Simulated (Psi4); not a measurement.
Psi4 1.11, unrestricted B3LYP/def2-svpd: Ti(Cl)3(OSiH3) anion ([SiH3][O][Ti]([Cl])([Cl])[Cl]), charge -1, multiplicity 2, 9 atoms. The geometry is a generated start, not checked to be a minimum at this level.

```yaml
task: energy
method: b3lyp
basis: def2-svpd
memory: 3 GB
maxiter: 100
keys_of_the_molecule_block: symmetry c1
scf_type: df (default)
e_convergence: 1e-06 (default)
d_convergence: 1e-06 (default)
dft_radial_points: 75 (default)
dft_spherical_points: 302 (default)
basis_functions: 186
grid_points: 194385
```

```xyz
9

Ti    -0.9348     0.9268     0.7097
Cl    -0.7459     3.0412     0.8289
Cl    -0.4988     0.1767     2.6512
Cl    -2.9781     0.4596     0.3576
O      0.0890     0.2095    -0.4259
Si     1.0809    -0.9801    -0.9357
H      2.2020    -1.0115     0.0190
H      1.5051    -0.6048    -2.2907
H      0.2807    -2.2172    -0.9142
```

Charge -1 and multiplicity 2 are set for this test and not shown to be the ground state.

With the defaults (guess = auto, which took SAD, scf_initial_accelerator = adiis, diis_max_vecs = 10, damping_percentage = 0, diis = true, soscf = false, soscf_start_convergence = 0.01, diis_start = 1, level_shift = 0, level_shift_cutoff = 0.01) it converges in 31 SCF iterations. One run each on 2 threads, with these changes:
- diis_start = 4
- scf_initial_accelerator = none
- diis_max_vecs = 3
- diis_max_vecs = 6
- guess = core
- damping_percentage = 20
- guess = sap
- scf_initial_accelerator = none, damping_percentage = 60, diis = false
- soscf = true, soscf_start_convergence = 0.001
- level_shift = 0.5, level_shift_cutoff = 0.001

Name the settings that don't reach the solution of the defaults.

No convergence: scf_initial_accelerator = none; diis_max_vecs = 3; damping_percentage = 20; scf_initial_accelerator = none, damping_percentage = 60, diis = false (the run ends without SCF convergence in 100 iterations). Another solution: guess = core (68 meV higher); guess = sap (68 meV higher). The rest reach the solution of the defaults.

```json
[
 {"setting": "level_shift = 0.5, level_shift_cutoff = 0.001", "SCF iterations": "30", "JK calls": "31", "end": "same solution"},
 {"setting": "the defaults", "SCF iterations": "31", "JK calls": "32", "end": "same solution"},
 {"setting": "diis_max_vecs = 6", "SCF iterations": "37", "JK calls": "38", "end": "same solution"},
 {"setting": "soscf = true, soscf_start_convergence = 0.001", "SCF iterations": "39", "JK calls": "205", "end": "same solution"},
 {"setting": "diis_start = 4", "SCF iterations": "40", "JK calls": "41", "end": "same solution"},
 {"setting": "guess = core", "SCF iterations": "30", "JK calls": "30", "end": "other solution, 68 meV higher"},
 {"setting": "guess = sap", "SCF iterations": "34", "JK calls": "34", "end": "other solution, 68 meV higher"},
 {"setting": "scf_initial_accelerator = none", "SCF iterations": "100", "JK calls": "101", "end": "no convergence"},
 {"setting": "diis_max_vecs = 3", "SCF iterations": "100", "JK calls": "101", "end": "no convergence"},
 {"setting": "damping_percentage = 20", "SCF iterations": "100", "JK calls": "101", "end": "no convergence"},
 {"setting": "scf_initial_accelerator = none, damping_percentage = 60, diis = false", "SCF iterations": "100", "JK calls": "101", "end": "no convergence"}
]
```

An SOSCF iteration holds several JK calls; a Hückel guess adds calls on atoms. 2 further runs of the study ended by our limits or in an error and are left out.
